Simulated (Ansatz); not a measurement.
# LaAl3 (P6₃/mmc, No. 194; cell taken from a computed entry)

Computed with PBEsol (PAW; Ansatz, an electronic-structure program).

Settings: plane-wave cutoff 500 eV, 12×12×12 k mesh, Fermi–Dirac smearing 0.1 eV, scalar-relativistic PAW data made under PBE.

Cell: relaxed at this level.

* **volume per atom**: 21.67 Å³/atom
* **lattice parameter a**: 6.597 Å
* **c axis length**: 4.598 Å
* **band gap**: none

Note: the relaxation could not lower the start's symmetry, so the cell can be a saddle point above a distorted one.

Spin–orbit coupling is not included.

Computed values are for the static lattice.
